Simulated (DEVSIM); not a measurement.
System: Schottky contact on p-type Si, at 350 K.

Layer 1 from the left is Si, thickness (μm) 0.650, Na (cm⁻³) 7.6e15, τn (s) 1e-6, τp (s) 1e-6.

Left contact: Schottky, work function 4.404 eV, emission velocity 7.2e6 cm/s. Right contact: ohmic. Voltage is applied to the left contact. Recombination: SRH at mid-gap, Auger. Gap narrowing is on: ΔEg = 6.92 meV × (l + √(l² + 0.5)), l = ln(N/1.3e17 cm⁻³), shared equally by both band edges. Mobility is constant in doping.

This is a model device: material constants are rounded textbook-type values typed into the input, and sizes, dopings and lifetimes were drawn at random. Values at 300 K; Nc and Nv go as T^1.5, mobilities as T to minus their exponent, the gap by Varshni's rule with the affinity fixed.

Si: gap (eV) 1.124, affinity (eV) 4.05, permittivity 11.7, Nc (cm⁻³) 2.86e19, Nv (cm⁻³) 3.1e19, μn (cm²/Vs) 1417, μp (cm²/Vs) 470, T exponent of μn 2.3, T exponent of μp 2.2, Cn (cm⁶/s) 2.8e-31, Cp (cm⁶/s) 9.9e-32, Varshni α (eV/K) 0.000473, Varshni β (K) 636.

Model (solved in DEVSIM): 1D drift-diffusion, Boltzmann statistics, complete ionisation; no tunnelling, impact ionisation, image-force lowering or self-heating. Metal contacts follow the ideal Schottky-Mott rule: no Fermi-level pinning, no interface dipoles.

Dark forward current:

```
|V| (V)  |J| (A/cm²)
-------  -----------
0.05        0.001444
0.10        0.008754
0.15         0.04565
0.20          0.2300
0.25           1.133
0.30           5.366
0.35           23.05
0.40           79.67
0.45           201.6
0.50           388.4
0.55           624.0
0.60           893.3
0.65            1184
0.70            1489
0.75            1800
0.80            2116
```

Work out the local ideality factor n = ΔV / (kT/q · ln(J2/J1)) between the rows 0.15 and 0.20 V, 0.75 and 0.80 V.

kT/q = 30.16 mV. From 0.15 to 0.20 V: ln(0.2300/0.04565) = 1.617, n = 1.03, near the 1 of diffusion or emission over a barrier. From 0.75 to 0.80 V: ln(2116/1800) = 0.162, n = 10.25.

Estimate the current at 0.20 V for emission alone, J0 = q v N_band exp(−φB/kT), and read the barrier back from the simulated current.

φB = 0.757 eV, N_band = 3.91e19 cm⁻³, J0 = 0.000572 A/cm²; J = J0 (exp(qV/kT) − 1) = 0.433 A/cm². The simulation gives 0.230 A/cm²; the estimate lies 88 % above. Read backwards, the simulated current gives an apparent barrier of 0.776 eV. The estimate leaves out transport through the depletion region and minority injection.
